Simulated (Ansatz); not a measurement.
## BBi (model structure, started from the CsCl type, Pm-3m, No. 221, 2 atoms in the cell)

Calculation: r²SCAN (Ansatz, a program for electronic structure, PAW).

Run with plane-wave cutoff 500 eV, 12×12×12 k mesh, Fermi–Dirac smearing 0.05 eV, scalar-relativistic PAW data made under PBE.

Cell (relaxed at this level):

```
CELL_PARAMETERS angstrom
      3.34979     0.00000     0.00000
      0.00000     3.34979     0.00000
      0.00000     0.00000     3.34979
ATOMIC_POSITIONS crystal
  B  0.00000 0.00000 0.00000
  Bi 0.50000 0.50000 0.50000
```

```
Item              Value
--------  -------------
band gap  zero (no gap)
```

Note: the relaxation could raise the start's symmetry but not lower it, so the cell can be a saddle point.

Spin–orbit coupling is not included; it can shift volumes and moduli of such heavy elements.

The computed numbers hold no vibrational or temperature effects.

It cost very roughly 30 core-seconds of CPU time.

A model structure was made by putting elements into a prototype or built by hand; it is no filed structure, need not be a known phase, and can be a saddle point held by its symmetry.
